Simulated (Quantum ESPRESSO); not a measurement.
## Convergence series on NbPd3 (I4/mmm, 4 atoms in the cell)

```xyz
4
Lattice="1.9583 -1.9583 4.0180 1.9583 1.9583 4.0180 -1.9583 -1.9583 4.0180" Properties=species:S:1:pos:R:3 pbc="T T T"
Nb     0.0000     0.0000     0.0000
Pd     0.0000     0.0000     4.0180
Pd    -1.9583     0.0000     2.0090
Pd     0.0000     1.9583     2.0090
```

Computed with PBEsol, GBRV 1.5 ultrasoft (PBESOL) pseudopotentials (plane waves; Quantum ESPRESSO).

The starting cell comes from a database of computed structures (which also holds hypothetical and non-ambient phases and stackings), without a prior relaxation at this level. Spin polarisation is off. In the base run, with a pressure of about -6 GPa the cell is away from its equilibrium volume at this level.

Held fixed: occupations = smearing; smearing = cold; degauss = 0.0036749 Ry; potentials = {Nb: nb_pbesol_v1.uspp.F.UPF, Pd: pd_pbesol_v1.4.uspp.F.UPF}; K_POINTS = automatic 9 9 9 0 0 0; conv_thr = 1e-10 Ry; mixing_beta = 0.7. Moved along with it: ecutrho.

ΔF is the free energy per atom less that of the last row (70 Ry).

```json
[
 {"ecutwfc": "16 Ry", "ΔF (meV/atom)": "37822.5", "pressure (GPa)": "-1184.69", "plane waves": "470", "iterations": "19"},
 {"ecutwfc": "20 Ry", "ΔF (meV/atom)": "11353.0", "pressure (GPa)": "-498.76", "plane waves": "640", "iterations": "17"},
 {"ecutwfc": "24 Ry", "ΔF (meV/atom)": "3056.0", "pressure (GPa)": "-186.61", "plane waves": "844", "iterations": "17"},
 {"ecutwfc": "28 Ry", "ΔF (meV/atom)": "675.0", "pressure (GPa)": "-60.58", "plane waves": "1054", "iterations": "16"},
 {"ecutwfc": "32 Ry", "ΔF (meV/atom)": "106.7", "pressure (GPa)": "-17.50", "plane waves": "1305", "iterations": "15"},
 {"ecutwfc": "36 Ry", "ΔF (meV/atom)": "19.2", "pressure (GPa)": "-6.96", "plane waves": "1529", "iterations": "15"},
 {"ecutwfc": "40 Ry", "ΔF (meV/atom)": "14.1", "pressure (GPa)": "-5.80", "plane waves": "1803", "iterations": "15"},
 {"ecutwfc": "46 Ry", "ΔF (meV/atom)": "9.2", "pressure (GPa)": "-6.12", "plane waves": "2206", "iterations": "14"},
 {"ecutwfc": "52 Ry", "ΔF (meV/atom)": "4.4", "pressure (GPa)": "-5.88", "plane waves": "2657", "iterations": "14"},
 {"ecutwfc": "60 Ry", "ΔF (meV/atom)": "3.3", "pressure (GPa)": "-5.83", "plane waves": "3287", "iterations": "14"},
 {"ecutwfc": "70 Ry", "ΔF (meV/atom)": "0.00", "pressure (GPa)": "-5.92", "plane waves": "4131", "iterations": "14"}
]
```

Energy within 10 meV/atom of the last row: from ecutwfc = 46 Ry on; the one before it is off by 14 meV/atom.
